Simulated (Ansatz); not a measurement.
We consider LaBr₃ (P6₃/m, No. 176), described by LDA in Ansatz (PAW).

Numerical settings: plane-wave cutoff 500 eV, 6×6×10 k mesh (along the axes of the cell as run), Fermi–Dirac smearing 0.05 eV, scalar-relativistic PAW data made under PBE.

Cell (relaxed at this level):

```xyz
8
Lattice="3.8969 -6.7497 0.0000 3.8969 6.7497 0.0000 0.0000 0.0000 4.4179" Properties=species:S:1:pos:R:3 pbc="T T T"
La     3.8969     2.2499     1.1045
La     3.8969    -2.2499     3.3135
Br     2.6518    -0.5733     1.1045
Br     1.8224     2.0099     3.3135
Br     3.0675    -4.1665     1.1045
Br     5.1421     0.5733     3.3135
Br     5.9715    -2.0099     1.1045
Br     4.7264     4.1665     3.3135
```

Question: Give the computed band gap.

Answer: 
band gap: 3.10 eV (on the SCF k mesh)

Measured, for comparison: band gap 5.9 eV (temperature not stated, no zero-point or thermal correction, literature value; as tabulated in Przystupa et al. (2023), doi:10.3390/ma16145085).

Note: the volume lies 6 % below that of the published cell.

Spin–orbit coupling is not included.

The computed numbers hold no vibrational or temperature effects.

It cost roughly 3 core-minutes of CPU time.

Ansatz is an electronic-structure program.
